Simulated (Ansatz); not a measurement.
Predicting a run: zincblende BeTe (F-43m), hydrostatic pressure (both signs)

Cell and atoms relaxed with r2SCAN to each stress σ (compression positive); gaps by r2SCAN with spin-orbit coupling, rigid bands (plane waves, PAW; Ansatz, a program for electronic structure). Unloaded cell: a = 4.0003 Å, b = 4.0003 Å, c = 4.0003 Å, α = 60.00°, β = 60.00°, γ = 60.00°.

| σ (GPa) | ln(V/V₀) (%) | gap (eV) |
|---|---|---|
| 0 | 0 | 2.087 |
| -2.00 | 3.62 | 2.175 |
| 5.00 | -7.30 | 1.897 |
| 10.00 | -13.05 | 1.730 |

Problem. Fit E_g = 2.087 eV + aσ + bσ² and ε = cσ + dσ² to the loaded rows by least squares.

Solution. a = -0.0414 eV/GPa, b = 5.82e-04 eV/GPa²; c = -1.67 %/GPa, d = 0.0369 %/GPa².

Problem. One run was withheld, at σ = 2.00 GPa. Predict its gap and its ln(V/V₀), then set them beside the run.

Solution. E_g = 2.087 + (-0.0414)(2.00) + (5.82e-04)(2.00)² = 2.007 eV and ε = (-1.67)(2.00) + (0.0369)(2.00)² = -3.19 %. The run gave 2.008 eV and -3.17 %, misses of 0.001 eV and 0.02 percentage points.

Gaps are resolved to about 0.01 eV; third decimals are kept for the arithmetic. Every relaxation keeps the zincblende phase (space group F-43m under this load), so a transition, a distortion that breaks the symmetry or fracture can't show.
